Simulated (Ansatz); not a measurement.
Results of PBEsol (PAW; Ansatz, an electronic-structure program) for Al3SiCN3 (model structure, P3m1, No. 156, 8 atoms in the cell).

Run with plane-wave cutoff 520 eV, 24×24×6 k mesh (along the axes of the cell as run), Fermi–Dirac smearing 0.05 eV, scalar-relativistic PAW data made under PBE.

Cell (relaxed with PBEsol):

Al3CN3Si is modelled in the trigonal space group P3m1 (No. 156), Pearson symbol hP8. Conventional cell: a = b = 3.126 Å, c = 9.988 Å, α = β = 90.00°, γ = 120.00°. Al1 on 1c has 3 C at 1.917 Å and 1 N at 1.954 Å (tetrahedral). N1 on 1c is coordinated by 4 Al at 1.874–1.954 Å (tetrahedral). Al2 on 1a sees 4 N at 1.874–1.949 Å (tetrahedral). N2 on 1a sees 4 Al at 1.873–1.949 Å (tetrahedral). Al3 on 1c has 3 N at 1.873 Å and 1 N at 1.968 Å (tetrahedral). N3 on 1c sees 3 Si at 1.951 Å and 1 Al at 1.968 Å (tetrahedral). Si on 1a sees 1 C at 1.728 Å and 3 N at 1.951 Å (tetrahedral). C on 1a has 1 Si at 1.728 Å and 3 Al at 1.917 Å (tetrahedral). (Neighbours: up to the widest gap in distance over summed covalent radii, below 1.35, at either atom; cation-cation and far metal-metal contacts left out.)

Q: What does this level give for the band gap?

A: 
- band gap: 0.38 eV (on the SCF k mesh)

Note: the relaxation could raise the start's symmetry but not lower it, so the cell can be a saddle point.

Static lattice: no zero-point or thermal effects.

The result took very roughly 100 core-seconds.

A model structure was made by putting elements into a prototype or built by hand; it is no filed structure, need not be a known phase, and can be a saddle point held by its symmetry.
